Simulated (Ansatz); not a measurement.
Ti: 5 layers

Take Ti in the hcp (Mg type) structure (space group P6_3/mmc, No. 194; a = 2.936 Å, c = 4.637 Å) as the base. Axes: x lies along a and z along c of the hexagonal cell.

Modification: a free-standing slab of 5 layers (5 atoms, 1 a layer) is cut normal to the z axis, with 15 Å of vacuum and the in-plane cell held at bulk.

Computed with Ansatz (a quantum-chemistry and plane-wave program), r2SCAN, PAW, cutoff 500 eV, no spin-orbit coupling, earlier PAW set. Settings: 18×18×1 k-points, 0.05 eV Fermi–Dirac smearing, for the changed cell.

```json
[
 {"quantity": "layer's space group (with vacuum)", "base": "–", "changed": "P-6m2 (No. 187)", "shift": "–"},
 {"quantity": "band gap", "base": "zero", "changed": "zero", "shift": "–"},
 {"quantity": "excess energy per area of both faces (slab less bulk energy over the cell's area: twice a surface energy) (uncertain by up to 0.1 J/m²)", "base": "–", "changed": "4.4 J/m²", "shift": "–"},
 {"quantity": "thickness between the outermost nuclei", "base": "–", "changed": "9.05 Å", "shift": "–"}
]
```

Slab and bulk use different k-meshes, which limits the precision of the excess energy. Stability against distortions was not tested. All final runs are without spin polarisation.
